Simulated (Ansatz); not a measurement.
Consider V vacancy in bcc V, neutral cell. Calculation: PBE, PAW (plane waves to 420 eV; Ansatz, a first-principles code).

Cell of 36 host sites held at the relaxed PBE lattice; a 2×2×3 k-point mesh shifted by half a step; Fermi-Dirac width 0.10 eV, spin-restricted; finite-size errors left in. Static, classical nuclei. Forms of the defect that were not tried may lie lower.

Barriers: single points on a 3×3×5 k-point mesh shifted by half a step at the bands' geometries.

Relaxed starting cell (atoms counted from 1):

```
CELL_PARAMETERS angstrom
      8.99153     0.00000     0.00000
      0.00000     8.99153     0.00000
      0.00000     0.00000     5.99436
ATOMIC_POSITIONS crystal
  V  0.99925 0.99991 0.50226
  V  0.99926 0.34194 0.00205
  V  0.99929 0.32999 0.50208
  V  0.99931 0.65793 0.00198
  V  0.99927 0.66982 0.50201
  V  0.34131 0.99993 0.00205
  V  0.32939 0.99998 0.50206
  V  0.33023 0.33089 0.00197
  V  0.33096 0.33162 0.50172
  V  0.33031 0.66894 0.00201
  V  0.33109 0.66813 0.50209
  V  0.65729 0.99994 0.00196
  V  0.66922 0.99993 0.50202
  V  0.66832 0.33091 0.00197
  V  0.66750 0.33170 0.50207
  V  0.66835 0.66901 0.00190
  V  0.66756 0.66820 0.50165
  V  0.15903 0.15965 0.24281
  V  0.15941 0.16005 0.76092
  V  0.16796 0.49993 0.25474
  V  0.16798 0.49992 0.74925
  V  0.15942 0.83980 0.24343
  V  0.15933 0.83997 0.76116
  V  0.49928 0.16862 0.25473
  V  0.49927 0.16863 0.74922
  V  0.49927 0.49992 0.25301
  V  0.49926 0.49993 0.75084
  V  0.49928 0.83125 0.25471
  V  0.49932 0.83125 0.74919
  V  0.83916 0.16001 0.24339
  V  0.83932 0.15993 0.76120
  V  0.83061 0.49991 0.25473
  V  0.83061 0.49996 0.74917
  V  0.83953 0.84014 0.24277
  V  0.83914 0.83976 0.76065
```

End state 1 differs by these moves (Å; atoms that move under 0.08 Å are left out):

```csv
atom,element,Δx,Δy,Δz
1,V,0.08,0.08,0.05
2,V,0.08,-0.12,-0.06
3,V,0.08,-0.01,0.05
4,V,0.00,0.10,0.01
6,V,-0.12,0.08,-0.06
7,V,-0.01,0.08,0.04
12,V,0.10,0.00,0.01
18,V,0.08,0.08,0.05
19,V,-1.36,-1.36,1.39
21,V,0.00,0.10,0.01
22,V,0.08,-0.01,0.04
23,V,0.08,-0.12,-0.06
25,V,0.10,0.00,0.01
30,V,-0.01,0.08,0.05
31,V,-0.12,0.08,-0.06
```

### Question
Estimate the forward and backward barriers to end state 1 that PBE, PAW returns for this input.

### Answer
forward 0.45 eV, backward 0.45 eV; at the saddle point atom 19 has neighbours 2 V at 2.52, 4 V at 2.56, 2 V at 3.17, 4 V at 3.21 Å. The saddle point's order was not checked, and it lies on a symmetry element of the cell, where a band can be held.
